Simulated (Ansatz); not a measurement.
Take KMgF₃ in the cubic perovskite structure (space group Pm-3m, No. 221; a = 3.991 Å) as the base. Axes: x, y, z lie along the cube axes.

Level of theory: Ansatz (an electronic-structure program) PBEsol, spin-orbit coupling left out.

Base values:

| Quantity | Result |
|---|---|
| Band gap | 7.12 eV |
| Volume per atom | 12.72 Å³ |

It is then changed as follows: biaxial strain −2.00 %, plane normal [111], relaxed out of plane (Cartesian); in-plane vectors clamped, the third vector and the atoms free.

Predict the new band gap, in-plane stress and volume per atom.

The band gap goes up by 0.18 eV to 7.30 eV; the mean in-plane stress (compression positive) comes out as +3.2 GPa; the volume per atom falls by 0.34 Å³ to 12.38 Å³.

No phonon test of stability was made.
